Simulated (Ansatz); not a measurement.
Consider interstitial Mg in wurtzite GaN, charge state +2. All values below come from PBE, PAW files of an earlier set (plane waves to 420 eV; Ansatz, a quantum-chemistry and plane-wave program).

Cell of 72 host sites held at the relaxed PBE lattice; one k-point at (0.125, 0.250, 0.250); Fermi-Dirac width 0.01 eV, spin-restricted; finite-size errors left in. Static, classical nuclei. The charge state is imposed; whether it is stable for some Fermi level was not computed. Sites that were not tried may lie lower.

Barriers: single points on a 2×2×2 k-point mesh shifted by half a step along c at the bands' geometries.

The step: Mg moves alone to another site. Atoms about the jump, Cartesian Å from the middle of the jump, before and after:

```json
[
 {"atom": "Mg1", "x0": "-1.61", "y0": "0.00", "z0": "0.00", "x1": "1.61", "y1": "0.00", "z1": "0.00"},
 {"atom": "N2", "x0": "-0.02", "y0": "0.91", "z0": "0.90", "x1": "0.02", "y1": "0.91", "z1": "0.90"},
 {"atom": "N3", "x0": "-0.03", "y0": "-0.92", "z0": "-1.66", "x1": "0.03", "y1": "-0.92", "z1": "-1.65"},
 {"atom": "Ga4", "x0": "0.09", "y0": "-0.98", "z0": "1.68", "x1": "-0.10", "y1": "-0.98", "z1": "1.68"},
 {"atom": "N5", "x0": "-1.61", "y0": "-1.83", "z0": "0.90", "x1": "-1.63", "y1": "-1.87", "z1": "0.93"},
 {"atom": "N6", "x0": "1.63", "y0": "-1.87", "z0": "0.93", "x1": "1.61", "y1": "-1.83", "z1": "0.90"},
 {"atom": "Ga7", "x0": "0.17", "y0": "1.02", "z0": "-1.20", "x1": "-0.17", "y1": "1.02", "z1": "-1.20"},
 {"atom": "Ga8", "x0": "-1.61", "y0": "-2.06", "z0": "-1.19", "x1": "-1.61", "y1": "-1.87", "z1": "-1.04"},
 {"atom": "Ga9", "x0": "1.62", "y0": "-1.87", "z0": "-1.04", "x1": "1.61", "y1": "-2.06", "z1": "-1.19"},
 {"atom": "Ga10", "x0": "-1.61", "y0": "1.97", "z0": "1.68", "x1": "-1.61", "y1": "1.86", "z1": "1.58"},
 {"atom": "Ga11", "x0": "1.61", "y0": "1.86", "z0": "1.58", "x1": "1.61", "y1": "1.97", "z1": "1.68"},
 {"atom": "N12", "x0": "-1.61", "y0": "1.81", "z0": "-1.65", "x1": "-1.69", "y1": "1.90", "z1": "-1.76"},
 {"atom": "N13", "x0": "1.70", "y0": "1.90", "z0": "-1.76", "x1": "1.61", "y1": "1.81", "z1": "-1.65"},
 {"atom": "N14", "x0": "-3.20", "y0": "0.91", "z0": "0.90", "x1": "-3.22", "y1": "0.93", "z1": "0.92"},
 {"atom": "Ga15", "x0": "-3.38", "y0": "1.02", "z0": "-1.20", "x1": "-3.22", "y1": "0.91", "z1": "-1.04"},
 {"atom": "N16", "x0": "3.22", "y0": "0.93", "z0": "0.92", "x1": "3.19", "y1": "0.91", "z1": "0.90"}
]
```

Problem. Give the saddle-point geometry and the barrier.

Solution. 
```json
[
 {"atom": "Mg1", "x": "-0.01", "y": "-0.31", "z": "-0.05"},
 {"atom": "N2", "x": "0.00", "y": "0.90", "z": "1.40"},
 {"atom": "N3", "x": "0.00", "y": "-0.99", "z": "-1.85"},
 {"atom": "Ga4", "x": "0.00", "y": "-1.02", "z": "2.08"},
 {"atom": "N5", "x": "-1.52", "y": "-1.76", "z": "0.92"},
 {"atom": "N6", "x": "1.52", "y": "-1.76", "z": "0.91"},
 {"atom": "Ga7", "x": "0.01", "y": "1.06", "z": "-2.08"},
 {"atom": "Ga8", "x": "-1.69", "y": "-1.95", "z": "-1.14"},
 {"atom": "Ga9", "x": "1.69", "y": "-1.95", "z": "-1.14"},
 {"atom": "Ga10", "x": "-1.62", "y": "1.89", "z": "1.65"},
 {"atom": "Ga11", "x": "1.62", "y": "1.89", "z": "1.65"},
 {"atom": "N12", "x": "-1.67", "y": "1.88", "z": "-1.78"},
 {"atom": "N13", "x": "1.68", "y": "1.88", "z": "-1.79"},
 {"atom": "N14", "x": "-3.20", "y": "0.96", "z": "0.93"},
 {"atom": "Ga15", "x": "-3.22", "y": "0.92", "z": "-1.04"},
 {"atom": "N16", "x": "3.20", "y": "0.96", "z": "0.93"}
]
```
It lies 1.85 eV above the start and 1.85 eV above the end. The saddle point's order was not checked, and it lies on a symmetry element of the cell, where a band can be held.
